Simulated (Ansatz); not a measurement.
Au: stress against strain

Au (fcc, Fm-3m, 16.579 Å³/atom and stress up to 0.01 GPa in the relaxed cell) under an equal strain ε in the (111) plane with the normal axis free, as in a coherent film. LDA in Ansatz, a plane-wave DFT program (PAW, default set), 420 eV, 28×28×28 Γ-centred mesh, Fermi-Dirac smearing 0.10 eV. Stress is positive for a compressed cell.

Here s stands for strain and y for stress xx.

```csv
strain (%),stress xx (GPa)
-2.50,?
-1.25,2.61
-0.83,1.70
-0.42,0.83
0.00,0.00
0.42,-0.77
0.83,-1.43
1.25,-2.00
```

The 7 complete rows are fitted with a straight line, y against s. Means: s 0, y 0.134. About the means, the sum of products is -9.0324 and the sum of squares of s is 4.8556; the slope is their ratio. Least squares gives y = 0.134 - 1.8602·s. Residuals (row less fit): 0.151, 0.022, -0.085, -0.134, -0.123, -0.020, 0.191; standard error 0.142 (degrees of freedom: 5). The slope gives the biaxial elastic modulus of this plane = about 190 GPa.

### Question
Predict the withheld y at s = -2.50 from the fit, and compare with the calculation.

### Answer
y = 0.134 - 1.8602 × (-2.50) = 4.785 GPa. The calculation gives 5.65 GPa, 0.865 GPa above the prediction (11.3 % of the range of y in the table). The row lies outside the fitted rows, so this is an extrapolation. From the scatter of the fitted rows alone, a prediction at this place has a standard error of 0.221 GPa, so the miss is 3.9 times that.

A polynomial of degree 2 through the 12 other runs of the series gives 5.78 there, so most of the miss is curvature that the fit leaves out. In a metal these values are sensitive to mesh and smearing; energies are taken to zero smearing, stresses follow the free energy. Spin-orbit coupling is left out, which can shift these values for the heavy elements here. Rows are the converged runs of the series near zero and its far end; series whose fitted rows scatter by over a few per cent of the range, as at a crossing or softening among them, aren't shown in this form, nor equations of state whose B0' disagrees with the runs' pressures. Most that stay on the fit to the last digits aren't either.
